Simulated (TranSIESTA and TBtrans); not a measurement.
Run with TranSIESTA and TBtrans (open boundaries, self-consistent; PseudoDojo norm-conserving potentials, scalar-relativistic): PAO.BasisSize DZP, PAO.EnergyShift 0.15 eV, XC.Authors PBE, Mesh.Cutoff 200 Ry, ElectronicTemperature 300 K, TS.Voltage 0.0 eV, TBT.Elecs.Eta 0.001 eV, no spin polarisation.

Device: Ge chain with a Cl atom beside one bond. Leads: straight Ge chain, spacing 2.4 Å. Geometry: 3 atoms about the centre moved by SIESTA (PBE, DZP) to a largest force of 0.04 eV/Å, all others as built.

Give the largest eigenchannel transmissions at the Fermi level (four at most) and the total.

1.00, 0.88, 0.037; total 1.92. The straight chain is held at its spacing; free chains may zigzag or dimerise. No spin-polarised start was tried, so a magnetic state, if there is one, is missed.
